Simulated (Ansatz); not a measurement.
The cell is made up: elements placed on another compound's structure type, so the phase may be hypothetical.

Inside the gap of an insulator the Bloch states are evanescent, with a wavenumber k + iκ along the transport direction.

Here is the system:

```yaml
crystal:
  lattice:
    - [4.33843, 0.00000, 0.00000]
    - [0.00000, 7.45518, 0.00000]
    - [0.00000, 0.00000, 7.45518]
  atoms:
    - { symbol: In, position: [0.00000, 0.67823, 0.32177] }
    - { symbol: In, position: [0.00000, 0.32177, 0.67823] }
    - { symbol: In, position: [0.50000, 0.82177, 0.82177] }
    - { symbol: In, position: [0.50000, 0.17823, 0.17823] }
    - { symbol: As, position: [0.00000, 0.31916, 0.31916] }
    - { symbol: As, position: [0.00000, 0.68084, 0.68084] }
    - { symbol: As, position: [0.50000, 0.81916, 0.18084] }
    - { symbol: As, position: [0.50000, 0.18084, 0.81916] }
```

Space group of this cell: P4_2/mnm. The cell was relaxed by PBE-D3(BJ).

Transport runs along the normal of the first two printed cell vectors.

The gap is the functional's own, uncorrected, and κ follows it; spin-orbit coupling is left out. Mid-gap values are interpolated between the computed energies.

Task: Estimate the band gap and the smallest decay constant κ at mid-gap that r2SCAN in Ansatz (a quantum-chemistry and plane-wave program) returns for this system.

Result: Gap 0.18 eV on a 8×4×4 mesh; κ = 0.012 1/Å, at the zone centre.
